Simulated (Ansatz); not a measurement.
## SnO2 (Pa-3, No. 205, 12 atoms in the cell; start mp-697; a measured phase of this formula has another space group)

These are r²SCAN in Ansatz (PAW) values and carry that method's errors.

Settings: plane-wave cutoff 500 eV, 8×8×8 k mesh, Fermi–Dirac smearing 0.05 eV, scalar-relativistic PAW data made under PBE.

Cell (relaxed at this level):

```
SnO2
1.0
    5.10073     0.00000     0.00000
    0.00000     5.10073     0.00000
    0.00000     0.00000     5.10073
Sn O
4 8
Cartesian
  0.00000   2.55037   2.55037
  2.55037   2.55037   0.00000
  2.55037   0.00000   2.55037
  0.00000   0.00000   0.00000
  1.73282   0.81755   4.28319
  3.36792   4.28319   0.81755
  0.81755   4.28319   1.73282
  4.28319   0.81755   3.36792
  4.28319   1.73282   0.81755
  0.81755   3.36792   4.28319
  3.36792   3.36792   3.36792
  1.73282   1.73282   1.73282
```

For SnO2 (Pa-3, No. 205, 12 atoms in the cell; start mp-697; a measured phase of this formula has another space group), the band gap comes out as 1.59 eV (on the SCF k mesh).

Note: the relaxation could not lower the start's symmetry, so the cell can be a saddle point above a distorted one.

Spin–orbit coupling is not included.

Static lattice: no zero-point or thermal effects.

A start named mp-… is a Materials Project structure, which need not be a measured phase.

Ansatz is a program for electronic structure.
